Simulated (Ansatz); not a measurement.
We consider ZrGeSe (P4/nmm, No. 129, 6 atoms in the cell; start mp-4878), described by LDA (Ansatz, a quantum-chemistry and plane-wave program, plane waves, PAW).

Settings: plane-wave cutoff 520 eV, 16×16×8 k mesh (along the axes of the cell as run), Fermi–Dirac smearing 0.05 eV, scalar-relativistic PAW data made under PBE.

Cell (relaxed at this level):

```yaml
crystal:
  lattice:
    - [3.65591, 0.00000, 0.00000]
    - [0.00000, 3.65591, 0.00000]
    - [0.00000, 0.00000, 8.19314]
  atoms:
    - { symbol: Zr, position: [0.00000, 0.50000, 0.73656] }
    - { symbol: Zr, position: [0.50000, 0.00000, 0.26344] }
    - { symbol: Ge, position: [0.00000, 0.00000, 0.00000] }
    - { symbol: Ge, position: [0.50000, 0.50000, 0.00000] }
    - { symbol: Se, position: [0.50000, 0.00000, 0.61989] }
    - { symbol: Se, position: [0.00000, 0.50000, 0.38011] }
```

**Question.** Predict the bulk modulus B0.

**Answer.** 
* **bulk modulus B0**: 125 GPa

The run finds no gap.

Note: the bulk modulus is −V dP/dV from two relaxed cells at ±2 % in volume; the relaxation could not lower the start's symmetry, so the cell can be a saddle point above a distorted one.

The computed numbers hold no vibrational or temperature effects.

A start named mp-… is a Materials Project structure, which need not be a measured phase.
